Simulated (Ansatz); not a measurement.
The structure below was relaxed with PBEsol, PAW, 420 eV (Ansatz, a program for electronic structure; spin-orbit coupling left out).

Space group Cmmm (No. 65); a = 8.0298 Å, b = 10.0729 Å, c = 4.9386 Å, α = β = γ = 90.00°

```tsv
atom	site	symmetry	x	y	z
Y	4g	2mm	0.2859	0.0000	0.0000
Y	2d	mmm	0.5000	0.5000	0.5000
Al	2c	mmm	0.0000	0.5000	0.5000
Al	4i	m2m	0.0000	0.2187	0.0000
Y	4f	..2/m	0.2500	0.2500	0.5000
```

Q: Write out a cell with all atoms.

A: 
```xyz
16
Lattice="8.0298 0.0000 0.0000 0.0000 10.0729 0.0000 0.0000 0.0000 4.9386" Properties=species:S:1:pos:R:3 pbc="T T T"
Y      2.2961     0.0000     0.0000
Y      5.7338     0.0000     0.0000
Y      0.0000     0.0000     2.4693
Al     4.0149     0.0000     2.4693
Al     4.0149     2.8337     0.0000
Al     4.0149     7.2393     0.0000
Y      2.0075     2.5182     2.4693
Y      2.0075     7.5547     2.4693
Y      6.3110     5.0365     0.0000
Y      1.7188     5.0365     0.0000
Y      4.0149     5.0365     2.4693
Al     0.0000     5.0365     2.4693
Al     0.0000     7.8701     0.0000
Al     0.0000     2.2028     0.0000
Y      6.0224     7.5547     2.4693
Y      6.0224     2.5182     2.4693
```
This is the conventional cell.

Each cell is one ordered arrangement of few atoms, which overstates ordering effects compared with a random alloy. Whether these cells are dynamically stable was not tested. The final runs are not spin-polarised. The cell was made from Y by this change: x(Al) = 0.375, 8 atoms, Cmm2. Y5Al3 has a high density of states at the Fermi level and may be magnetic at this level. Under x(Al) = 0.375, 8 atoms, Cmm2 the cell changed shape so far that it is another structure.
